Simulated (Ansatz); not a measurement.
GaN: biaxial strain −1.01 %, plane normal [111], relaxed out of plane

Consider GaN in the zinc blende structure (space group F-43m, No. 216; a = 4.498 Å). Axes: x, y, z lie along the cube axes.

Modification: compressive biaxial strain of 1.01 % in the plane normal to [111], as in epitaxy on a mismatched substrate; the out-of-plane cell vector and the atoms relax.

Calculations: DFT with r2SCAN, PAW potentials and a 500 eV plane-wave cutoff in Ansatz (a quantum-chemistry and plane-wave program), no spin-orbit coupling, earlier PAW set. Γ-centred 13×13×13 mesh, Fermi–Dirac width 0.05 eV.

```csv
quantity,base,changed,shift
volume per atom,11.38 Å³,11.20 Å³,-0.18 Å³
space group,F-43m (No. 216),R3m (No. 160),–
shortest interatomic distance,194.8 pm,193.5 pm,-1.3 pm
energy relative to the base (free energy F),0 meV/atom,+3.4 meV/atom,+3.4 meV/atom
"pressure (mean of the normal stresses, compression positive)",0.00 GPa,3.23 GPa,+3.23 GPa
band gap,2.17 eV,2.24 eV,+0.07 eV
gap character,direct at Γ,direct at Γ,–
"valence-band top at Γ (three highest levels, from the VBM)","0.00, 0.00, 0.00 eV","0.00, 0.00, -0.10 eV",–
out-of-plane strain,–,+0.44 %,–
ratio −ε⊥/ε∥,–,0.44,–
```

Final structure (turned so that z lies along the plane normal):

```
GaN
1.0
    3.14856     0.00000     0.00000
    1.57428     2.72673     0.00000
    1.57428    -0.90891     2.60845
N Ga
1 1
Direct
  0.49854   0.75073   0.25219
  0.00146   0.99927   0.99781
```

Whether these cells are dynamically stable was not tested. This is not the structure that GaN has at room temperature and ambient pressure. Labels are those of the standard path for the cell's own space group.
